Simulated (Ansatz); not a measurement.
SnO (model structure, started from the h-BN type, P6₃/mmc, No. 194, 4 atoms in the cell), treated with PBEsol (Ansatz, a quantum-chemistry and plane-wave program, PAW).

Run with plane-wave cutoff 520 eV, 18×18×6 k mesh (along the axes of the cell as run), Fermi–Dirac smearing 0.05 eV, scalar-relativistic PAW data made under PBE.

Cell (relaxed at this level):

```
SnO
1.0
    4.11532     0.00000     0.00000
   -2.05766     3.56397     0.00000
    0.00000     0.00000     5.12814
Sn O
2 2
Cartesian
  0.00000   2.37598   1.28204
  2.05766   1.18799   3.84611
  0.00000   2.37598   3.84611
  2.05766   1.18799   1.28204
```

Question: Estimate the band gap, direct gap at Γ and bulk modulus that the calculation returns.

Answer: 
- band gap = 0.33 eV (on the SCF k mesh)
- direct gap at Γ = 6.83 eV
- bulk modulus = 81.5 GPa

Note: the bulk modulus is −V dP/dV from two relaxed cells at ±2 % in volume; the relaxation could raise the start's symmetry but not lower it, so the cell can be a saddle point.

Spin–orbit coupling is not included.

Computed values are for the static lattice.

Computing time: around 6 core-minutes (rough).

A model structure was made by putting elements into a prototype or built by hand; it is no filed structure, need not be a known phase, and can be a saddle point held by its symmetry.
